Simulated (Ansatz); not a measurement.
Surface energy of faces of hcp Hf in PBE and in RPBE, in Ansatz (plane waves, PAW). Symmetric slabs relaxed with PBE from ideal cuts in 1x1 cells (the lowest computed cut and spin start of each face; real faces may reconstruct in larger cells); RPBE values are single points on them, with the bulk at the same level. No spin-orbit coupling, no U.

```
face     PBE (J/m²)  RPBE (J/m²)
-------  ----------  -----------
(0001)         1.73         1.64
(10-10)        1.86         1.75
(10-11)        1.77            ?
(10-12)        1.90         1.78
(10-13)        1.89         1.77
(11-20)        1.85         1.72
(11-21)        1.93         1.81
(11-22)        1.96         1.84
(11-23)        1.99         1.86
```

Question: Fit a straight line y = a·x + b by least squares to the 8 complete rows (x: PBE (J/m²); y: RPBE (J/m²)).

Answer: the means are x̄ = 1.8887 and ȳ = 1.7712; Σ(x − x̄)² = 0.044687 and Σ(x − x̄)(y − ȳ) = 0.039013, so a = 0.873 and b = ȳ − a·x̄ = 0.122. The largest residual is 0.017.

Question: What does the line predict for the withheld row, (10-11), and what did the calculation give?

Answer: the line gives 1.67; the calculation gave 1.66, a miss of -0.01, of the size of the fitted rows' scatter and rounding.

Ansatz is a first-principles code.
